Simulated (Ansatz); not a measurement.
Take GaN in the wurtzite structure (space group P6_3mc, No. 186; a = 3.152 Å, c = 5.138 Å) as the base. Axes: x lies along a and z along c of the hexagonal cell.

The values are results of Ansatz (a quantum-chemistry and plane-wave program) LDA, no spin-orbit coupling, not measurements.

Strains are applied to the cell and any free atomic positions relax.

One change was made to it. Results:

The band gap falls by 0.04 eV, from 2.13 eV to 2.09 eV; the electron mass becomes 0.18 mₑ along z, 0.20 mₑ across (at Γ) (base: 0.18 mₑ along c, 0.20 mₑ across (at Γ)); the energy rises by 1.3 meV/atom.

Question: Which change produced these results?
A) tensor shear ε_xz = +1.00 %
B) tensor shear ε_xz = +1.67 %
C) tensor shear ε_xz = +2.00 %

Answer: A, tensor shear ε_xz = +1.00 %. For comparison, the band gap in the other runs: tensor shear ε_xz = +2.00 % gives 2.02 eV; tensor shear ε_xz = +1.67 % gives 2.05 eV.

Masses are band curvatures over ±0.01 Å⁻¹ around the edge. No phonon test of stability was made.
